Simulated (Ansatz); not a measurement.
The starting structures come from a database of crystals and need not be the phases stable at ambient conditions.

 Where the default PAW files enter, the runs use the earlier of Ansatz's two default sets.

Tunnelling through a barrier is set by its complex band structure: the current falls as exp(−2κd) with the smallest κ.

Data:

```xyz
6
Lattice="3.9064 0.0000 0.0000 0.0000 7.3471 0.0000 0.0000 0.0000 3.9064" Properties=species:S:1:pos:R:3 pbc="T T T"
Bi     1.9532     1.2697     0.0000
Bi     0.0000     6.0774     1.9532
Cl     0.0000     2.5996     1.9532
Cl     1.9532     4.7475     0.0000
O      0.0000     0.0000     0.0000
O      1.9532     0.0000     1.9532
```

Space group of this cell: P4/nmm. The cell was relaxed by PBE-D3(BJ).

Transport runs along the normal of the first two printed cell vectors, the (100) plane of the conventional cell.

The gap is the functional's own. No spin-orbit coupling. Mid-gap values are interpolated on the energy grid.

**Question.** Estimate the band gap and the smallest decay constant κ at mid-gap that r2SCAN (Ansatz, a quantum-chemistry and plane-wave program) returns for this system.

**Answer.** Gap 3.07 eV on a 8×4×8 mesh; κ = 0.297 1/Å, at (0.000, 0.500) of the in-plane reciprocal vectors. At the zone centre, at the nearest computed energy, the slowest state has κ = 0.32 1/Å.
